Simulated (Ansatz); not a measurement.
## Pt: stress against strain

Pt (fcc, Fm-3m, 15.311 Å³/atom at rest) under an equal strain ε in the (001) plane with the normal axis free, as in a coherent film. r2SCAN in Ansatz, a plane-wave DFT program (PAW, default set), 500 eV, 29×29×29 Γ-centred mesh, Fermi-Dirac smearing 0.10 eV; ions are relaxed within the symmetry of each cell. Stress is positive for a compressed cell.

Here s stands for strain and y for stress xx.

| strain (%) | stress xx (GPa) |
|---|---|
| -3.00 | ? |
| -1.50 | 4.01 |
| -1.00 | 2.55 |
| -0.50 | 1.21 |
| 0.00 | 0.00 |
| 0.50 | -1.08 |
| 1.00 | -2.03 |
| 1.50 | -2.84 |

Fit y of the 7 rows that show it with a straight line. Means: s 0, y 0.260. About the means, the sum of products is -16.000 and the sum of squares of s is 7.0000; the slope is their ratio. Least squares gives y = 0.260 - 2.2857·s. Residuals (row less fit): 0.321, 0.004, -0.193, -0.260, -0.197, -0.004, 0.329; standard error 0.266 (degrees of freedom: 5). The slope gives the biaxial elastic modulus of this plane = 229 ± 10 GPa.

### Question
Estimate the missing y (s = -3.00); what did the run itself give?

### Answer
y = 0.260 - 2.2857 × (-3.0) = 7.117 GPa. The calculation gives 9.14 GPa, 2.023 GPa above the prediction (16.9 % of the range of y in the table). The row lies outside the fitted rows, so this is an extrapolation. From the scatter of the fitted rows alone, a prediction at this place has a standard error of 0.415 GPa, so the miss is 4.9 times that.

One order more, fitted to all 13 runs of the series, follows each within 0.02, so the miss is the next term of a smooth law. In a metal these values are sensitive to mesh and smearing; energies are taken to zero smearing, stresses follow the free energy. Rows are the converged runs of the series near zero and its far end; series whose fitted rows scatter by over a few per cent of the range, as at a crossing or softening among them, aren't shown in this form. Most that stay on the fit to the last digits aren't either.
